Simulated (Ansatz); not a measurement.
Take InAgTe2 in the chalcopyrite structure (space group I-42d, No. 122; a = 6.354 Å, c = 12.637 Å) as the base. Axes: x, y, z lie along a, b, c of the conventional cell.

The values are results of LDA (Ansatz, a quantum-chemistry and plane-wave program; PAW; 420 eV plane waves; scalar-relativistic without spin-orbit coupling), not measurements.

Before the change:

- Pressure = 0.0 GPa
- Volume per atom = 31.88 Å³

Perturbation: compressive biaxial strain of 2.25 % in the plane normal to [001], as in epitaxy on a mismatched substrate; the out-of-plane cell vector and the atoms relax.

Task: What does the calculation give for the pressure after the change?

Result: The pressure (mean of the normal stresses, compression positive) goes from zero to 0.7 GPa.

Task: Estimate the effect on the energy relative to the base.

Result: The energy grows by 4.7 meV/atom.

Task: Predict the new volume per atom.

Result: The volume per atom drops by 0.467 Å³ (31.88 Å³ → 31.42 Å³).

Whether these cells are dynamically stable was not tested. All final runs are without spin polarisation. Gaps under 0.05 eV, about the width of the smearing, are given as zero.
